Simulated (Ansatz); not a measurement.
The starting structures come from a database of crystals and need not be the phases stable at ambient conditions.

 Where the default PAW files enter, the runs use the earlier of Ansatz's two default sets.

Here is the system:

```
CELL_PARAMETERS angstrom
      3.44382     0.00000     0.00000
     -1.72191     2.98244     0.00000
      1.72191    -0.99415     2.81187
ATOMIC_POSITIONS crystal
  Be 0.00000 0.00000 0.00000
  S  0.75000 0.25000 0.75000
```

Space group of this cell: F-43m, zinc blende. The cell is taken as given.

The current runs along the normal of the first two printed vectors, the (111) plane. All runs by Ansatz (a quantum-chemistry and plane-wave program), plane waves and PAW, without spin-orbit coupling; the base is r2SCAN.

| run | mean pressure (GPa) | gap (eV) | mid-gap κ (1/Å) |
|---|---|---|---|
| base | -0.1 | 3.59 | 0.257 |
| all lengths scaled by 0.98 | 6.5 | 3.45 | 0.254 |
| all lengths scaled by 1.02 | -5.3 | 3.71 | 0.259 |
| lda in place of r2scan | -4.3 | 2.93 | 0.233 |
| lengths across the current scaled by 0.98, ions clamped | 4.2 | 3.46 | 0.248 |
| lengths across the current scaled by 1.02, ions clamped | -3.6 | … | … |
| lengths along the current scaled by 0.97, ions clamped | 3.2 | 3.43 | 0.270 |
| lengths along the current scaled by 1.03, ions clamped | -2.7 | … | … |
| pbesol in place of r2scan | -1.9 | … | 0.233 |

Task: What belongs in the gaps?

Result: 
- lengths across the current scaled by 1.02, ions clamped, gap (eV): 3.62
- lengths across the current scaled by 1.02, ions clamped, mid-gap κ (1/Å): 0.268
- lengths along the current scaled by 1.03, ions clamped, gap (eV): 3.60
- lengths along the current scaled by 1.03, ions clamped, mid-gap κ (1/Å): 0.247
- pbesol in place of r2scan, gap (eV): 2.95
